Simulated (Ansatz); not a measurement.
Start from BP in the zinc blende structure (space group F-43m, No. 216; a = 4.491 Å). Axes: x, y, z lie along the cube axes.

Calculations: Kohn–Sham DFT with the LDA functional, run in Ansatz (an electronic-structure program) with PAW and 420 eV plane waves, scalar-relativistic without spin-orbit coupling.

The change: uniaxial strain ε_zz = −3.00 %, all other strain components held at zero, atoms relaxed at fixed cell.

### Question
Predict the stress tensor and what it implies for the stiffness.

### Answer
Stress of the strained cell less that of the base (GPa, compression positive):
```
   2.91    0.00    0.00
   0.00    2.91    0.00
   0.00    0.00   11.09
```

Then −Δσ_ii/ε with ε = -0.0300 gives secant stiffness values (nonlinear terms included at this strain): C33 ≈ 370 GPa, C13 ≈ 97 GPa and C23 ≈ 97 GPa.

As a check, the harmonic strain energy −½ V₀ Δσ:ε is 12 meV/atom; the computed energy rise is 12 meV/atom.

Whether these cells are dynamically stable was not tested.
